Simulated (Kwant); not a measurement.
Model system: wire with a side stub in a Ge (holes) two-dimensional gas. Effective mass 0.06 mₑ, grid spacing 4.2 nm, hard walls, nominal width 120 nm (29 grid rows, so walls 126 nm apart), one parabolic valley, scattering region 300 nm long along x; energies count from the band bottom; Fermi energy swept from 0.00050137 to 0.0059538 eV. Closed stub on one side, 71 nm wide and 82 nm deep.

Constants are typed, rounded textbook-type inputs, not results; the design itself was drawn at random and stands for no fabricated device.

Model: effective-mass tight-binding model on a square grid, one spin, coherent transport at 0 K (Kwant). Conductance is in e²/h.

Q: How many channels do the leads carry at E = 2.75, 3.16, 5.54 meV?

A: The hard-wall thresholds are n² ħ²π²/(2mW²) = n² × 0.395 meV with W = 126 nm. √(2.75/0.395) = 2.64, so 2. √(3.16/0.395) = 2.83, so 2. √(5.54/0.395) = 3.75, so 3.
